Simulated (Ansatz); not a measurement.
The starting structures come from a database of crystals and need not be the phases stable at ambient conditions.

 Where the default PAW files enter, the runs use the earlier of Ansatz's two default sets.

Here is the system:

```yaml
crystal:
  lattice:
    - [5.28815, 0.00000, 0.00000]
    - [0.23249, 5.41978, 0.00000]
    - [-2.52783, 2.70989, 5.68722]
  atoms:
    - { symbol: Ca, position: [0.62247, 0.62753, 0.74494] }
    - { symbol: Ca, position: [0.37753, 0.37247, 0.25506] }
    - { symbol: W, position: [0.13357, 0.11643, 0.76714] }
    - { symbol: W, position: [0.86643, 0.88357, 0.23286] }
    - { symbol: O, position: [0.20074, 0.64121, 0.41988] }
    - { symbol: O, position: [0.79926, 0.35879, 0.58012] }
    - { symbol: O, position: [0.71914, 0.93891, 0.41988] }
    - { symbol: O, position: [0.28086, 0.06109, 0.58012] }
    - { symbol: O, position: [0.05843, 0.79296, 0.93376] }
    - { symbol: O, position: [0.94157, 0.20704, 0.06624] }
    - { symbol: O, position: [0.37533, 0.27328, 0.93376] }
    - { symbol: O, position: [0.62467, 0.72672, 0.06624] }
```

Space group of this cell: C2/c. The cell is taken as given; by r2SCAN its mean pressure is -10.4 GPa.

Transport runs along the normal of the first two printed cell vectors.

The gap is the functional's own. No spin-orbit coupling. Mid-gap values are interpolated on the energy grid.

State the band gap and the smallest decay constant κ at mid-gap according to r2SCAN (Ansatz, a quantum-chemistry and plane-wave program).

Gap 4.13 eV on a 6×6×6 mesh; κ = 0.550 1/Å, at the zone centre.
